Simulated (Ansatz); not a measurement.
Ansatz (a first-principles code) run on a (001) slab of PtSe2 (cut from a parent of space group no. 164; 6 atoms in the cell): self-consistent single point

Level of theory: PBE (plane waves, PAW; Ansatz).

The input file:

Ansatz 0.2 input:
```yaml
crystal:
  lattice:
    - [3.718810, 0.000000, 0.000000]
    - [-1.859405, 3.220584, 0.000000]
    - [0.000000, 0.000000, 21.647793]
  atoms:
    - { symbol: Pt, position: [0.000000, 0.000000, 0.383018] }
    - { symbol: Se, position: [0.333333, 0.666667, 0.442678] }
    - { symbol: Se, position: [0.666667, 0.333333, 0.323359] }
    - { symbol: Pt, position: [0.000000, 0.000000, 0.616982] }
    - { symbol: Se, position: [0.333333, 0.666667, 0.676641] }
    - { symbol: Se, position: [0.666667, 0.333333, 0.557322] }
basis:
  ecutwfc: 420.0
kpoints:
  mp_grid: { grid: [7, 7, 1] }
hamiltonian:
  xc: pbe
  pseudopotentials: { kind: paw }
scf:
  occupations: { method: fermi_dirac, width: 0.01 }
output:
  forces: true
  eigenvalues: true
  stress: true
```

Log, with long lists cut:

```
WARN the atoms were moved onto the symmetric positions of the space group found under crystal.symmetry.tolerance 1.0e-5 (fractional …
WARN ansatz: RAYON_NUM_THREADS=1 ignored (pool sized by the plan → 1); use --threads N
Pseudopotentials: kind: paw
Pseudopotential: Pt, paw, valence charge 18
Pseudopotential: Se, paw, valence charge 16
Crystal: 6 atoms, lattice volume = 259.270 Å³
Basis set: ecut = 420 eV, 5089 PW (Γ), exchange–correlation on 50×50×300 points (8 copies of the dense FFT grid, shifted against one another)
Bands: 60, of which v1, the nominal top of the filled ones, is band 50 counted from 1 (49 counted from 0)
Symmetry: 12 space group operations
Space group: P-3m1 (ITA 164), of the structure as read, at distance tolerance 6.4e-5 Å
k-points: 8 of 49
Initial density: superposition of atomic densities (neutral atoms: chi_scale 0, normalization atom), corrected by the library's trained network
Initial wavefunctions: pseudopotential atomic-orbital guess
Eigensolver: davidson
Functional: x = pbe(κ = 0.804, μ = 0.2195149727645171), c = pbe(β = 0.06672455060314922)
SCF iter   1: F=—  HF=-46924.602705 eV  |F-HF|=—  |Δ(HF+E_count)|=         —  Δρ=2.63e-3  dr2=2.46e-2  ethr=1.77e-3  ⟨swp⟩=8.8  Hψ=1917  notcnv=0  defer=1
all-band conjugate gradients solve this SCF's bands
preconditioner: auto → Resta (q_TF=auto, 2.328 Å⁻¹)
SCF iter   2: F=—  HF=-46924.600259 eV  |F-HF|=—  |Δ(HF+E_count)|=   2.45e-3  Δρ=1.32e-3  dr2=1.31e-2  ethr=2.46e-5  ⟨swp⟩=3.0  Hψ=778  notcnv=0  defer=46
SCF iter   3: F=—  HF=-46924.599110 eV  |F-HF|=—  |Δ(HF+E_count)|=   1.15e-3  Δρ=7.17e-4  dr2=1.37e-3  ethr=1.31e-5  ⟨swp⟩=2.0  Hψ=549  notcnv=0  defer=46
SCF iter   4: F=—  HF=-46924.599423 eV  |F-HF|=—  |Δ(HF+E_count)|=   3.12e-4  Δρ=3.94e-4  dr2=9.01e-4  ethr=1.37e-6  ⟨swp⟩=2.2  Hψ=631  notcnv=0  defer=46
SCF iter   5: F=—  HF=-46924.599425 eV  |F-HF|=—  |Δ(HF+E_count)|=   2.35e-6  Δρ=7.35e-5  dr2=1.31e-5  ethr=9.01e-7  ⟨swp⟩=2.0  Hψ=511  notcnv=0  defer=46
SCF iter   6: F=—  HF=-46924.599519 eV  |F-HF|=—  |Δ(HF+E_count)|=   9.35e-5  Δρ=2.37e-5  dr2=2.00e-6  ethr=1.31e-8  ⟨swp⟩=2.4  Hψ=665  notcnv=0  defer=46
SCF iter   7: F=—  HF=-46924.599519 eV  |F-HF|=—  |Δ(HF+E_count)|=   7.45e-7  Δρ=8.84e-6  dr2=1.81e-7  ethr=2.00e-9  ⟨swp⟩=2.0  Hψ=605  notcnv=0  defer=46
SCF iter   8: F=-46924.599520 eV  HF=-46924.599520 eV  |F-HF|=4.64e-9  |Δ(HF+E_count)|=   2.45e-7  Δρ=1.55e-6  dr2=7.19e-9  ethr=1.00e-10  ⟨swp⟩=13.8  Hψ=2201  notcnv=0
SCF 1 converged in 8 iterations: F = -46924.599520 eV  dr2 = 7.19e-9
SCF converged after 8 iterations
Free energy (F): -46924.599520 eV
Harris-Foulkes:  -46924.599520 eV  (|F-HF|=4.64e-9)
Internal energy: -46924.599520 eV  (E = F + TS)
E sigma→0 (E₀):  -46924.599520 eV
Fermi energy:    3.696929 eV
--- Per-component energies (eV) ---
  E_band       = -2864.025468
  E_kinetic    = 1749.895694
  E_local      = -98197.071094  (includes V_loc(G=0)·N_el)
  E_nonlocal   = -1981.548823
  E_hartree    = 48135.303937
  E_xc         = -941.305688
  E_vxc        = -999.669574  (∫ρ·V_xc dr)
  E_paw        = -26555.583869  (= ΣΔE_a)
  E_vpaw       = 293.774583  (= ΣTr[D̂ρ^β])
  E_aug_tail   = -0.001980  (compensation charges beyond the density's cutoff)
  E_ewald      = 30865.712305
  E_smearing   = -0.000000  (= −TS)
  E_closure    = -0.000000  (closes the sum)
  Σ components = -46924.599520   (vs F -46924.599520, Δ=0.00e0)
--- Forces (eV/Å), atoms counted from 1 ---
  atom   1  Pt     0.00000000    -0.00000000     0.15414509
  atom   2  Se     0.00000000    -0.00000000     0.13274163
  atom   3  Se    -0.00000000     0.00000000    -0.50851672
  atom   4  Pt    -0.00000000     0.00000000    -0.15414509
  atom   5  Se     0.00000000    -0.00000000     0.50851672
  atom   6  Se    -0.00000000     0.00000000    -0.13274163
  max |Σ_I F_I| component: 1.39e-16 eV/Å
--- Stress (GPa, compression-positive) ---
        2.426451       0.000000       0.000000
        0.000000       2.426451       0.000000
        0.000000       0.000000       1.717207
  P = ⅓ Tr σ = 2.1900 GPa (21.900 kbar)
  The stress holds the Pulay correction. Without it, at fixed plane waves, as pw.x and ABINIT print it: P = 2.1748 GPa
--- Band table (eV; the first three rows and the last of 8) ---
  k-point 0: bands = ["-95.7714", "-95.7714", "-50.0095", "-50.0095", "-50.0095", "-50.0095", "-49.9359", "-49.9359", "-44.7926", "-44.7926", "-44.7924", "-44.7924", "-44.7742", "-44.7742", "-44.7727", "-44.7727", "-44.7657", "-44.7654", "-44.6381", [...]
  k-point 1: bands = ["-95.7714", "-95.7714", "-50.0114", "-50.0114", "-50.0100", "-50.0100", "-49.9357", "-49.9357", "-44.7926", "-44.7925", "-44.7924", "-44.7923", "-44.7743", "-44.7742", "-44.7727", "-44.7725", "-44.7656", "-44.7654", "-44.6382", [...]
  k-point 2: bands = ["-95.7713", "-95.7713", "-50.0157", "-50.0157", "-50.0112", "-50.0112", "-49.9355", "-49.9354", "-44.7927", "-44.7924", "-44.7924", "-44.7920", "-44.7743", "-44.7742", "-44.7730", "-44.7723", "-44.7654", "-44.7653", "-44.6382", [...]
  k-point 7: bands = ["-95.7712", "-95.7712", "-50.0178", "-50.0178", "-50.0153", "-50.0153", "-49.9351", "-49.9351", "-44.7926", "-44.7926", "-44.7924", "-44.7918", "-44.7749", "-44.7734", "-44.7729", "-44.7725", "-44.7652", "-44.7652", "-44.6382", [...]
```

The run converged in 8 iterations.

The starting cell has typed, rounded lattice constants, without a prior relaxation at this level. The slab is cut from that crystal, and its faces are unrelaxed. Its lattice was rescaled by up to half a per cent. Spin-orbit coupling is off. Spin polarisation is off, though cut faces can carry moments; a gap of a slab can lie between surface states. Another mesh or the band path of this cell gives a smaller gap, so this value is not converged in the mesh.
